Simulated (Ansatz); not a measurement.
Input:

```xyz
1
Lattice="0.0126 1.7910 1.7910 1.7910 0.0126 1.7910 1.7910 1.7910 0.0126" Properties=species:S:1:pos:R:3 pbc="T T T"
Cu     0.0000     0.0000     0.0000
```

The numbers are results of PBEsol, rigid bands (plane waves, PAW, scalar-relativistic; Ansatz, a quantum-chemistry and plane-wave program), not measurements. Condition of this run: uniaxial stress along [111] of -2 GPa (compression positive) (the target of the relaxation). Cell: cell and atoms relaxed with PBEsol, then loaded as said.

Problem. For narrow interconnects the product ρ₀λ of bulk resistivity and mean free path ranks metals, the lower the better. What is it here?

Solution. 6.5 ×10⁻¹⁶ Ω·m².

Problem. And the Drude plasma energy and the root-mean-square Fermi velocity at 300 K?

Solution. 9.1 eV; 1.1e6 m/s.

A metal at this level (no band gap); rigid bands, thermally averaged at 300 K, both spins. Spin-orbit coupling is left out. τ is one relaxation time for all states; the product of resistivity and mean free path takes one path for all states instead.
